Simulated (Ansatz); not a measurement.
**V2O5 (Pmmn, No. 59, 14 atoms in the cell)**

Calculation: LDA in Ansatz (PAW).

Numerical settings: plane-wave cutoff 500 eV, 12×4×10 k mesh (along the axes of the cell as run), gaussian smearing 0.02 eV, no spin polarisation, scalar-relativistic PAW data made under PBE.

Cell (relaxed at this level):

```
V2O5
1.0
    3.51942     0.00000     0.00000
    0.00000    11.59964     0.00000
    0.00000     0.00000     3.98488
V O
4 10
Direct
  0.00000   0.14808   0.89480
  0.00000   0.85192   0.89480
  0.50000   0.35192   0.10520
  0.50000   0.64808   0.10520
  0.00000   0.00000   0.98873
  0.50000   0.50000   0.01127
  0.00000   0.14844   0.49749
  0.00000   0.85156   0.49749
  0.50000   0.35156   0.50251
  0.50000   0.64844   0.50251
  0.50000   0.18201   0.99573
  0.50000   0.81799   0.99573
  0.00000   0.31799   0.00427
  0.00000   0.68201   0.00427
```

For V2O5 (Pmmn, No. 59, 14 atoms in the cell), the band gap comes out as 1.37 eV (on the SCF k mesh).

Note: the relaxation could not lower the start's symmetry, so the cell can be a saddle point above a distorted one.

The computed numbers hold no vibrational or temperature effects.

It cost about 19 core-minutes (a rough figure) of CPU time.

Ansatz is a quantum-chemistry and plane-wave program.
